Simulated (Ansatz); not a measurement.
Results of PBEsol+SOC (Ansatz, a program for electronic structure, PAW) for HfTeS (P3m1, No. 156, 3 atoms in the cell; start mp-1224272).

Input file:

Ansatz 0.2 input:
```yaml
crystal:
  lattice:
    - [3.7411362464, 0.0, 0.0]
    - [-1.8705681232, 3.2399190284, 0.0]
    - [0.0, 0.0, 6.2449894764]
  atoms:
    - { symbol: Hf, position: [0.3333333333, 0.6666666667, 0.0312036583] }
    - { symbol: Te, position: [0.0, 0.0, 0.725365333] }
    - { symbol: S, position: [0.6666666667, 0.3333333333, 0.2434310088] }
basis:
  ecutwfc: 520
  ecutrho_ratio: 4
  xc_grid: 2
kpoints:
  mp_grid: { grid: [18, 18, 10] }
hamiltonian:
  xc: pbesol
  dispersion: none
  pseudopotentials: { kind: paw }
scf:
  occupations: { method: fermi_dirac, width: 0.05 }
  convergence: { dr2_threshold: 0.0000000003 }
output:
  forces: true
  stress: true
  eigenvalues: true
magnetization:
  noncollinear: true
  spin_orbit: true
```

Output (set-up and result lines):

```
Crystal: 3 atoms, lattice volume = 75.695 Å³
Basis set: ecut = 520 eV, 2033 PW (Γ), exchange–correlation on 60×60×96 points (8 copies of the dense FFT grid, shifted against one another)
Bands: 58, of which v1, the nominal top of the filled ones, is band 48 counted from 1 (47 counted from 0)
Symmetry: 6 space group operations + 6 with time reversal
k-points: 330 of 3240 (time reversal used)
Initial density: superposition of atomic densities (chi_scale 0.1, normalization cell, long waves kept (reshape's long-wave potential 0.05 eV rms))
Functional: x = pbesol(κ = 0.804, μ = 0.12345679012345678), c = pbesol(β = 0.046)
spin=Noncollinear: Kerker preconditioning applied to the charge; magnetization (m_x, m_y, m_z) channels mix plain (no charge-response kernel on spin).
SCF 1 converged in 16 iterations: F = -23408.879646 eV  dr2 = 1.10e-10
SCF converged after 16 iterations
Free energy (F): -23408.879646 eV
Internal energy: -23408.873839 eV  (E = F + TS)
E sigma→0 (E₀):  -23408.876742 eV
Fermi energy:    11.414055 eV
--- Forces (eV/Å), atoms counted from 1 ---
  atom   1  Hf     0.00000000     0.00000000     0.00443812
  atom   2  Te    -0.00000000    -0.00000000     0.18389290
  atom   3  S      0.00000000     0.00000000    -0.18833974
--- Stress (GPa, compression-positive) ---
       -1.155923       0.000000       0.000000
        0.000000      -1.155923      -0.000000
        0.000000      -0.000000      -0.518674
  P = ⅓ Tr σ = -0.9435 GPa (-9.435 kbar)
```

The PAW data were made under PBE.

Note: cell and atoms aren't relaxed at this level (largest force component 0.19 eV/Å, pressure -0.9 GPa). Note: the cell has widely spaced layers and the level no dispersion term, so their spacing and the moduli can rest on weak binding.

A start named mp-… is a Materials Project structure, which need not be a measured phase.
